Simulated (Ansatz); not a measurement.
**A computed series for TiAl3: response to strain**

Take TiAl₃ (space group I4/mmm, No. 139) as the base.

```xyz
4
Lattice="-1.9081 1.9081 4.2756 1.9081 -1.9081 4.2756 1.9081 1.9081 -4.2756" Properties=species:S:1:pos:R:3 pbc="T T T"
Al     0.0000     0.0000     4.2756
Al     0.0000     1.9081     2.1378
Al     1.9081     0.0000     2.1378
Ti     0.0000     0.0000     0.0000
```

Cartesian axes are those of the cell as printed.

Strains are applied to the cell and any free atomic positions relax; under biaxial strain the out-of-plane vector relaxes too.

Levels (all Ansatz, a first-principles code, PAW): PBEsol (420 eV, no SOC); r2SCAN (500 eV, spin-orbit coupling left out).

Pressures by level, all at the geometries relaxed with PBEsol:

```csv
case,PBEsol,r2SCAN
base,0.0 GPa,0.6 GPa
"biaxial strain −4.93 %, plane normal [001], relaxed out of plane",11.5 GPa,12.7 GPa
"biaxial strain +3.50 %, plane normal [001], relaxed out of plane",-5.3 GPa,-5.0 GPa
"biaxial strain +4.61 %, plane normal [001], relaxed out of plane",-6.6 GPa,-6.4 GPa
isotropic strain −1.83 %,6.9 GPa,7.9 GPa
isotropic strain +0.99 %,-3.1 GPa,-2.7 GPa
```

Single points use the geometry relaxed with PBEsol. Their cutoffs differ, which shifts pressures a little. Without a gap, meshes like the base's 17×17×17 leave anisotropic stresses uncertain by several tenths of a GPa, and small strain energies with them. No phonon test of stability was made. All final runs are without spin polarisation.
